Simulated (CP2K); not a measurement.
Band structure of Al₂ZnTe₄ (I-4, 7 atoms in the cell).

```xyz
7
Lattice="7.4302 0.0000 0.0000 2.3882 7.0360 0.0000 -4.9092 -3.5180 4.3280" Properties=species:S:1:pos:R:3 pbc="T T T"
Al     1.1941     3.5180     2.1640
Al     4.9092     3.5180     0.0000
Zn     0.0000     0.0000     0.0000
Te     4.8631     0.8470     0.0995
Te     6.1463     4.5269     2.1442
Te    -2.5440     0.8149     4.2285
Te     1.3530     0.8472     2.1838
```

Method of the run: PBEsol, GPW, DZVP-MOLOPT-SR-GTH basis, GTH-PBE potentials (GTH_POTENTIALS) (CP2K).

Settings: CUTOFF = 600 Ry; REL_CUTOFF = 50 Ry; KPOINTS/SCHEME = MONKHORST-PACK 3 3 3; XC_FUNCTIONAL = PBE:PBESOL; Al/BASIS_SET = DZVP-MOLOPT-SR-GTH; Al/POTENTIAL = GTH-PBE-q3; Zn/BASIS_SET = DZVP-MOLOPT-SR-GTH; Zn/POTENTIAL = GTH-PBE-q12; Te/BASIS_SET = DZVP-MOLOPT-SR-GTH; Te/POTENTIAL = GTH-PBE-q6; METHOD = GPW; EPS_DEFAULT = 1e-10; EXTRAPOLATION = USE_GUESS; NGRIDS = 5.

The starting cell comes from a database of computed structures (which also holds hypothetical and non-ambient phases and stackings), without a prior relaxation at this level. Its lattice was rescaled by a random factor within 2.5 % of one. Spin-orbit coupling is off. Values carry the incompleteness of an atom-centred basis. The potentials were made for another functional than the one used.

Problem. Predict the gap along the standard path and the places of the band edges.

Solution. The gap along the path is 1.52 eV, direct at Γ to within 0.01 eV. Another conduction valley lies within 0.1 eV, so the order of the valleys is not sure.

Levels in eV from the top of the valence band on the SCF mesh, bands 18 to 22:
| point | 18 | 19 | 20 | 21 | 22 |
|---|---|---|---|---|---|
| Γ | -1.69 | -0.05 | 0.00 | 0.00 | 1.52 |
| X | -0.99 | -0.45 | -0.45 | -0.20 | 1.56 |
| Y | -1.05 | -0.67 | -0.53 | -0.41 | 1.88 |
| S | -1.51 | -1.29 | -0.66 | -0.38 | 2.25 |
| Z | -1.34 | -1.34 | -0.69 | -0.69 | 1.72 |
| S1 | -1.51 | -1.29 | -0.66 | -0.38 | 2.25 |
| N | -1.57 | -1.14 | -0.98 | -0.41 | 2.99 |
| P | -0.96 | -0.90 | -0.45 | -0.34 | 2.35 |
| Y1 | -1.05 | -0.67 | -0.53 | -0.41 | 1.88 |

Higher empty bands are left out: an atom-centred basis made for the valence describes them poorly.
